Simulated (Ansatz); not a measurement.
The reference is BeSe in the zinc blende structure (space group F-43m, No. 216).

```
CELL_PARAMETERS angstrom
      0.00000     2.56445     2.56445
      2.56445     0.00000     2.56445
      2.56445     2.56445     0.00000
ATOMIC_POSITIONS crystal
  Be 0.00000 0.00000 0.00000
  Se 0.25000 0.25000 0.25000
```

Cartesian axes are those of the cell as printed.

Computed with PBEsol in Ansatz (plane waves to 420 eV, PAW, scalar-relativistic without spin-orbit coupling).

Before the change:

| Quantity | Value |
|---|---|
| Valence-band top at Γ | 0.00, 0.00, 0.00 eV |
| Band gap | 2.47 eV |

Perturbation: uniaxial strain ε_zz = −2.00 %, all other strain components held at zero, atoms relaxed at fixed cell.

Task: Predict the new energy relative to the base, valence-band top at Γ and band gap.

Result: The energy rises by 2.8 meV/atom; the valence-band top at Γ (three highest levels, from the VBM) becomes 0.00, -0.11, -0.11 eV (base: 0.00, 0.00, 0.00 eV); the band gap drops by 0.21 eV, from 2.47 eV to 2.26 eV.

Whether these cells are dynamically stable was not tested.

Ansatz is a program for electronic structure.
